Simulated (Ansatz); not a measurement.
The reference is HgTe in the zinc blende structure (space group F-43m, No. 216; a = 6.5731 Å).

Calculations: r2SCAN/PAW in Ansatz (a first-principles code), without spin-orbit coupling.

Before the change:

| Item | Value |
|---|---|
| Pressure | 0.0 GPa |

Modification: every lattice vector is stretched by 0.37 %, atoms relaxed at fixed cell.

Problem. Predict the new pressure.

Solution. The pressure goes from zero to -0.4 GPa.

Problem. How does this affect the energy relative to the base?

Solution. The energy goes up by 0.5 meV/atom.

The mesh was chosen for an insulator and is coarse for the gapless case. The cells carry an imposed strain or load. Stability against distortions was not tested. The final runs are not spin-polarised.
